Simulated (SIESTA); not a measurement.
Input and output of a self-consistent single point for NiAl (Pm-3m, 2 atoms in the cell) (SIESTA).

Method: GGA PBE, numerical atomic orbitals TZP, PseudoDojo PBE standard norm-conserving potentials (rewritten from UPF to PSML) (SIESTA).

The change in words: lattice scaled by 0.98. Reference geometry:
```
CELL_PARAMETERS angstrom
      2.89000     0.00000     0.00000
      0.00000     2.89000     0.00000
      0.00000     0.00000     2.89000
ATOMIC_POSITIONS crystal
  Al 0.50000 0.50000 0.50000
  Ni 0.00000 0.00000 0.00000
```

Reference input (self-consistent single point, DFT, GGA PBE, numerical atomic orbitals TZP, PseudoDojo PBE standard norm-conserving potentials (rewritten from UPF to PSML)): XC.functional = GGA; XC.authors = PBE; potentials = PseudoDojo PBE standard; PAO.BasisSize = TZP; PAO.EnergyShift = 0.01 Ry; MeshCutoff = 350 Ry; kgrid.MonkhorstPack = 9 9 9; OccupationFunction = FD; ElectronicTemperature = 100 meV; MaxSCFIterations = 150; SCF.Mixer.Method = Broyden; SCF.Mixer.Weight = 0.2. This run's input differs from it in these lines:

```diff
@@ -10,3 +10,3 @@
 %endblock ChemicalSpeciesLabel
-LatticeConstant              2.890000 Ang
+LatticeConstant              2.832200 Ang
 %block LatticeVectors
@@ -18,3 +18,3 @@
 %block AtomicCoordinatesAndAtomicSpecies
-     1.445000000    1.445000000    1.445000000  1
+     1.416100000    1.416100000    1.416100000  1
      0.000000000    0.000000000    0.000000000  2
```

Output (repeated stretches shortened):

```
        iscf     Eharris(eV)        E_KS(eV)     FreeEng(eV)     dDmax    Ef(eV) dHmax(eV)
   scf:    1    -4573.105713    -4613.452142    -4613.521255  2.018146 -2.271777 27.038408
   scf:    2    -4624.773622    -4628.417437    -4628.441861  1.001581 -5.161694  4.847558
   scf:    3    -4629.245881    -4629.035906    -4629.061491  0.110898 -4.772976  0.452718
   scf:    4    -4628.867257    -4628.996161    -4629.024178  0.036520 -4.592292  1.650293
   scf:    5    -4629.051853    -4629.055272    -4629.081958  0.046180 -4.755760  0.197861
   [... 6 lines left out ...]
   scf:   12    -4629.056243    -4629.056243    -4629.083060  0.000013 -4.741156  0.000205
   scf:   13    -4629.056243    -4629.056243    -4629.083060  0.000012 -4.741165  0.000166
   scf:   14    -4629.056243    -4629.056243    -4629.083060  0.000010 -4.741170  0.000130
   scf:   15    -4629.056243    -4629.056243    -4629.083060  0.000008 -4.741175  0.000101
SCF Convergence by DM+H criterion
max |DM_out - DM_in|         :     0.0000080196
max |H_out - H_in|      (eV) :     0.0001010540
SCF cycle converged after 15 iterations

Using DM_out to compute the final energy and forces

siesta: E_KS(eV) =            -4629.0562

siesta: E_KS - E_eggbox =     -4629.0562

siesta: Atomic forces (eV/Ang):
     1    0.000000   -0.000000    0.000000
     2   -0.000000   -0.000000   -0.000000
   Tot   -0.000000   -0.000000    0.000000
   Max    0.000000
   Res    0.000000    sqrt( Sum f_i^2 / 3N )
   Max    0.000000    constrained

Stress tensor Voigt[x,y,z,yz,xz,xy] (kbar):     -104.91     -104.91     -104.91       -0.00        0.00       -0.00
(Free)E + p*V (eV/cell)    -4627.5955
Target enthalpy (eV/cell)    -4629.0831

siesta: Program's energy decomposition (eV):
siesta: FreeEng =     -4629.083060

   [... lines left out ...]
siesta:    -0.065479   -0.000000   -0.000000
siesta:    -0.000000   -0.065479   -0.000000
siesta:     0.000000   -0.000000   -0.065479

siesta: Cell volume =         22.718087 Ang**3

siesta: Pressure (static):
siesta:                Solid            Molecule  Units
siesta:           0.00071316          0.00071316  Ry/Bohr**3
siesta:           0.06547929          0.06547929  eV/Ang**3
siesta:         104.90938932        104.90938931  kBar
```

The run converged in 15 iterations. Against the reference run the free energy goes up by 19.3 meV/atom and the pressure goes from -1.16 to 10.49 GPa.

The starting cell has typed, rounded lattice constants, without a prior relaxation at this level. For this run, on top of that: lattice scaled by 0.98. Spin polarisation is off. Values carry the incompleteness of an atom-centred basis. With a pressure of about 10 GPa the cell is away from its equilibrium volume at this level.

Cost on one core of a shared machine: roughly 80 s.
